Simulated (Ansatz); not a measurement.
Consider CaO in the rock salt structure (space group Fm-3m, No. 225; a = 4.795 Å). Axes: x, y, z lie along the cube axes.

Computed with r2SCAN (Ansatz, a quantum-chemistry and plane-wave program; PAW; 500 eV plane waves; without spin-orbit coupling).

Base values:

- Band gap: 4.20 eV

The change: a free-standing slab of 7 layers (14 atoms, 2 a layer) is cut normal to the z axis, with 15 Å of vacuum and the in-plane cell held at bulk.

**Question.** What happens to the gap character?

**Answer.** The gap character comes out as direct at Γ.

**Question.** Estimate the effect on the change of the spacing d23 from its bulk value of 2.397 Å.

**Answer.** The change of the spacing d23 from its bulk value of 2.397 Å amounts to +0.3 %.

**Question.** What happens to the excess energy per area of both faces?

**Answer.** The excess energy per area of both faces (slab less bulk energy over the cell's area: twice a surface energy) comes out as 1.58 J/m².

**Question.** Estimate the effect on the band gap.

**Answer.** The band gap drops by 0.72 eV to 3.48 eV.

Slab and bulk use different k-meshes, which limits the precision of the excess energy. No phonon test of stability was made. k-point labels follow each cell's own Brillouin zone.
